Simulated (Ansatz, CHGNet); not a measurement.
For CaC6 (R-3m, No. 166), the machine-learned potential CHGNet-r²SCAN (trained on r²SCAN data) gives:

| Property | Value |
|---|---|
| equilibrium lattice constant a | 4.326 Å |
| c axis length | 14.161 Å |
| enthalpy of formation | -0.131 eV/atom |

What does r²SCAN (Ansatz, a first-principles code, PAW) give for the same quantities?


- lattice constant a: 4.329 Å (goes up by 0.1 %)
- lattice parameter c: 13.362 Å (decreases by 5.6 %)
- formation enthalpy: -0.063 eV/atom (moves by +0.068 eV/atom)

Changes are worked out from the printed values.

Unless a cell is named, each level is at its own relaxed cell (CHGNet-r²SCAN 10.93, r²SCAN 10.33 Å³/atom).

Caveats: the relaxation could not lower the start's symmetry, so the cell can be a saddle point above a distorted one (CHGNet-r²SCAN, r²SCAN). Ansatz's density-functional and Hartree–Fock values are scalar-relativistic unless marked +SOC, with PAW data made under PBE.
